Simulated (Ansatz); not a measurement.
The parent structure is GaAs in the zinc blende structure (space group F-43m, No. 216; a = 5.7461 Å).

(Cell as relaxed with PBE.)

Levels (all Ansatz, a quantum-chemistry and plane-wave program, PAW, earlier PAW set): PBE (420 eV, spin-orbit coupling left out); PBEsol (420 eV, without spin-orbit coupling).

Each level relaxes its own structure.

```json
[
 {"base": "volume per atom", "PBE": "23.71 Å³", "PBEsol": "22.66 Å³"},
 {"base": "lattice parameter a", "PBE": "5.746 Å", "PBEsol": "5.659 Å"},
 {"base": "band gap", "PBE": "0.16 eV", "PBEsol": "0.42 eV"}
]
```

It is then changed as follows: Al replaces 33.3 % of the Ga, ordered in a cell of 6 atoms (starting symmetry P3m1) and fully relaxed.

| quantity | PBE | PBEsol |
|---|---|---|
| valence-band top at Γ (three highest levels, from the VBM) | 0.00, 0.00, -0.03 eV | 0.00, 0.00, -0.02 eV |
| volume per atom | 23.64 Å³ | 22.73 Å³ |
| shift of the gap caused by the change | +0.37 eV | +0.30 eV |
| band gap | 0.53 eV | 0.72 eV |
| electron mass | 0.041 mₑ along c, 0.034 mₑ across (at Γ) | 0.055 mₑ along c, 0.044 mₑ across (at Γ) |

PBE's volume per atom lies 0.91 Å³ above PBEsol's (4.0 %); PBE's shift of the gap caused by the change lies 0.07 eV above PBEsol's; PBE's band gap lies 0.19 eV below PBEsol's. Neither level is exact; PBEsol is the comparison here, not a measurement.

Each cell is one ordered arrangement of few atoms, which overstates ordering effects compared with a random alloy. Masses are band curvatures over ±0.01 Å⁻¹ around the edge. Stability against distortions was not tested. The zero or small gap of GaAs can change with the level of theory.
